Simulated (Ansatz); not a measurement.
Results of r²SCAN (plane waves, PAW; Ansatz, an electronic-structure program) for ZnO (model structure, started from the NiAs type, P6₃/mmc, No. 194, 4 atoms in the cell).

Run with plane-wave cutoff 560 eV, 12×12×8 k mesh (along the axes of the cell as run), Fermi–Dirac smearing 0.01 eV, scalar-relativistic PAW data made under PBE.

Cell (relaxed at this level):

```
CELL_PARAMETERS angstrom
      2.97672     0.00000     0.00000
     -1.48836     2.57791     0.00000
      0.00000     0.00000     5.12542
ATOMIC_POSITIONS crystal
  Zn 0.00000 0.00000 0.00000
  Zn 0.00000 0.00000 0.50000
  O  0.33333 0.66667 0.25000
  O  0.66667 0.33333 0.75000
```

### Question
Estimate the band gap that the calculation returns.

### Answer

- band gap: 1.36 eV (direct)

Note: the relaxation could raise the start's symmetry but not lower it, so the cell can be a saddle point.

A model structure was made by putting elements into a prototype or built by hand; it is no filed structure, need not be a known phase, and can be a saddle point held by its symmetry.
